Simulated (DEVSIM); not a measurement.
Structure: abrupt In0.53Ga0.47As p-n junction, at 400 K.

Layer 1 from the left is In0.53Ga0.47As, thickness (μm) 1.90, Na (cm⁻³) 4.4e16, τn (s) 2e-8, τp (s) 2e-8. Layer 2 from the left is In0.53Ga0.47As, thickness (μm) 73.0, Nd (cm⁻³) 1.4e16, τn (s) 2e-8, τp (s) 2e-8.

Left contact: ohmic. Right contact: ohmic. Voltage is applied to the left contact. Recombination: SRH at mid-gap. Mobility is μmin + (μ − μmin)/(1 + (N/Nref)^α).

The device is made up for the run: typed textbook-type constants, with dimensions and the other settings drawn at random. Values at 300 K; Nc and Nv go as T^1.5, mobilities as T to minus their exponent, the gap by Varshni's rule with the affinity fixed.

In0.53Ga0.47As: gap (eV) 0.74, affinity (eV) 4.51, permittivity 13.9, Nc (cm⁻³) 2.1e17, Nv (cm⁻³) 7.7e18, μn (cm²/Vs) 12000, μp (cm²/Vs) 300, μn,min 300, μp,min 10, Nref,n 1.3e17, Nref,p 4.9e17, αn 0.48, αp 0.4, T exponent of μn 1.6, T exponent of μp 1.6, Varshni α (eV/K) 0.00035, Varshni β (K) 190.

### Question
Estimate by hand the built-in potential, the peak field at zero bias, the capacitance at -1 V, and compare with a numerical solution.

### Answer

- Built-in potential: ni = √(Nc Nv) exp(−Eg/2kT) = 6.65e13 cm⁻³ with Eg = 0.709 eV; Vbi = kT/q ln(Na Nd/ni²) = 0.408 V; numerical 0.408 V.
- Peak field at zero bias: depletion approximation: W = √(2εVbi/(qN)) = 0.243 μm with N = 1.06e16 cm⁻³; field = 2Vbi/W = 33600 V/cm; numerical 30900 V/cm (estimate above by 8.9 %).
- Capacitance at -1 V: C = √(qεN / 2(Vbi + |V|)) = 27.3 nF/cm²; numerical 28.0 nF/cm² (estimate below by 2.5 %).

Simulated with DEVSIM: 1D drift-diffusion, Boltzmann statistics, complete ionisation; no tunnelling, impact ionisation, image-force lowering or self-heating.
